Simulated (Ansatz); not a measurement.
**bcc Mo (1 1 1) on zinc-blende BN (1 1 1) (film strained to the substrate, faces as cut)**

A periodic stack without vacuum, bcc Mo (1 1 1) on zinc-blende BN (1 1 1) (film strained to the substrate, faces as cut): substrate slab B21N21, film Mo10, surface cells [[1, -2], [1, 1]] and [[1, -1], [0, 1]], film strained by -0.7 and -0.7 %, faces B/N and Mo/Mo as cut (like faces can put a slab off its formula).

The start was prepared with a machine-learned potential, and the result is one local minimum, with the in-plane cell held and forces under 0.04 eV/Å; the film can end far from its bulk form.

Level of theory: PBE (plane waves to 420 eV, PAW; Ansatz, a program for electronic structure). Scalar-relativistic, without spin–orbit coupling; the runs are not spin-polarised; PBE gaps are too small against experiment. Its k-point mesh 7×7×1, Fermi–Dirac width 0.05 eV.

- interface area: 17.1 Å²
- period: 24.40 Å
- gaps between the outermost planes at the two interfaces: 1.72 and 1.75 Å
- B–Mo contacts across the interfaces within 1.22 times the sum of covalent radii: 9, mean 2.59 Å
- Mo–N contacts across the interfaces within 1.22 times the sum of covalent radii: 4, mean 2.25 Å

```xyz
52
Lattice="4.4394 0.0000 -0.0314 -2.2197 3.8447 0.0154 -0.5498 1.2802 24.4036" Properties=species:S:1:pos:R:3 pbc="T T T"
B      4.2721     0.6244     0.7016
B      2.0270     1.8418     0.7175
B     -0.2360     3.1773     0.7337
B      3.5157     1.8814     2.7900
B      1.2960     3.1630     2.8280
B      1.2961     0.5999     2.8300
B      2.7896     3.1615     4.9046
B      2.7928     0.5996     4.9048
B      0.5705     1.8833     4.9203
B      2.0663     4.4449     7.0067
B      2.0659     1.8812     7.0069
B     -0.1541     3.1633     7.0225
B      3.5607     1.8816     9.0932
B      1.3410     3.1633     9.1086
B     -0.8785     4.4448     9.1244
B      2.8358     3.1632    11.1980
B      0.6162     4.4448    11.2201
B      0.6164     1.8818    11.2089
B      2.1255     4.4463    13.3202
B      2.1032     1.8925    13.3221
B     -0.1135     3.1509    13.3365
N      3.5043     1.8813     1.1891
N      1.2847     3.1628     1.1962
N      1.2851     0.5999     1.2625
N      2.7763     3.1609     3.3138
N      2.7827     0.5982     3.3139
N      0.5594     1.8851     3.3294
N      4.2748     0.6000     5.4020
N      2.0543     1.8809     5.4177
N     -0.1655     3.1634     5.4333
N      3.5491     1.8814     7.5052
N      1.3297     3.1636     7.5204
N     -0.8896     4.4445     7.5367
N      2.8246     3.1632     9.6074
N      0.6052     4.4449     9.6265
N      0.6051     1.8818     9.6205
N      2.1072     4.4483    11.7105
N      2.0934     1.8862    11.7112
N     -0.1209     3.1553    11.7264
N      3.5729     1.8704    13.7954
N      1.3758     3.1883    13.8094
N     -0.8236     4.4311    13.8267
Mo    -1.5575     3.1621    16.2372
Mo     2.8744     0.5986    15.5170
Mo     2.8957     0.5978    18.0451
Mo     0.6690     1.8785    17.1633
Mo     0.6912     1.8797    19.9339
Mo    -1.5364     3.1615    18.9961
Mo    -1.5149     3.1613    21.7215
Mo     2.9168     0.5982    20.7582
Mo     2.9372     0.5987    23.3592
Mo     0.7131     1.8799    22.7524
```
